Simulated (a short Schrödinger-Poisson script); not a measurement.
System: gated Al0.33Ga0.67N/GaN polarisation-induced gas, at 300 K.

| layer | material | thickness (nm) | Na (cm⁻³) |
|---|---|---|---|
| 1 | Al0.33Ga0.67N | 15 | - |
| 2 | GaN | 6000 | 5e15 |

The device is made up for the run: typed textbook-type constants, with dimensions and the other settings drawn at random. Al0.33Ga0.67N: permittivity 9.3, conduction-band edge (eV) 0.462, gap (eV) 4.09, electron mass (mₑ) 0.24, Nv at 300 K (cm⁻³) 4.6e19. GaN: permittivity 9.5, conduction-band edge (eV) 0, gap (eV) 3.43, Nv at 300 K (cm⁻³) 4.6e19.

Channel valleys (confinement mass, in-plane density-of-states mass, number): Γ 0.2, 0.2, 1. At the gate the conduction-band edge of layer 1 lies 1.27 eV − eVg above the Fermi level of the channel; the field vanishes at the back. Sheet of polarisation charge: +1.6e13 e/cm² at 15 nm from the gate. The barrier under the gate holds no holes. Gaps are held at their typed values at every temperature. Mesh 0.08 nm at interfaces.

From a short Schrödinger-Poisson script (our own, NumPy): 1D Poisson equation in equilibrium, electrons quantum, Hartree (BenDaniel-Duke, 40 states a valley, the channel's in-plane mass for all, wave functions free to enter the barrier), parabolic valleys, classical holes, full ionisation, no traps, pinning or gate leakage.

The same stack at other levels of the model or other numerical settings:

```tsv
run	sheet density of all electrons at Vg = 0.5 V (cm⁻²)	sheet density of all electrons at Vg = -2.5 V (cm⁻²)	capacitance at Vg = 0.5 V (μF/cm²)	centroid of the channel electrons at Vg = 0.5 V (nm)	rough cost against the base
base	1.31e13	3.60e12	0.522	1.77	about 1
electrons treated as classical, Boltzmann	…	…	0.541	0.61	0.02
electrons treated as classical, Fermi-Dirac	1.31e13	3.74e12	0.509	1.54	0.1
electrons treated as quantum, Hartree plus LDA exchange-correlation	1.33e13	3.71e12	0.524	1.62	2
mesh six times as coarse	1.31e13	3.60e12	0.523	1.70	0.3
one subband a valley	1.31e13	3.59e12	0.518	…	0.5
```

Q: Complete the blanks.

A: 
- one subband a valley, centroid of the channel electrons at Vg = 0.5 V (nm): 1.38
- electrons treated as classical, Boltzmann, sheet density of all electrons at Vg = 0.5 V (cm⁻²): 1.40e13
- electrons treated as classical, Boltzmann, sheet density of all electrons at Vg = -2.5 V (cm⁻²): 3.94e12

The classical rows ignore confinement, and Boltzmann statistics overrate the density once the band edge passes the Fermi level.
